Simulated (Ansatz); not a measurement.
metastable rock-salt TaN: the defect Hf on the Ta site (Hf_Ta)

Computed with PBE, PAW (plane waves to 420 eV; Ansatz, an electronic-structure program). Cell and caveats: 64-site cell; 4×4×4 shifted k-points; start: the Ta site; no spin–orbit coupling; energies good to tenths of an eV; the relaxation kept the symmetry of the starting site.

Neighbours after relaxation, in Å: of the Hf atom: N 2.22, N 2.22, N 2.22, N 2.22, N 2.22, N 2.22.

| charge | moment (μB) | point group | largest move off a lattice site (Å) |
|---|---|---|---|
| 0 | not spin-polarised | Oh | 0.01 |

Point groups are those of the whole cell at tolerances of 0.03 and 0.1 Å ("near" where only the looser one holds); none is given for unsettled states.

All states together cost very roughly 5 core-minutes.
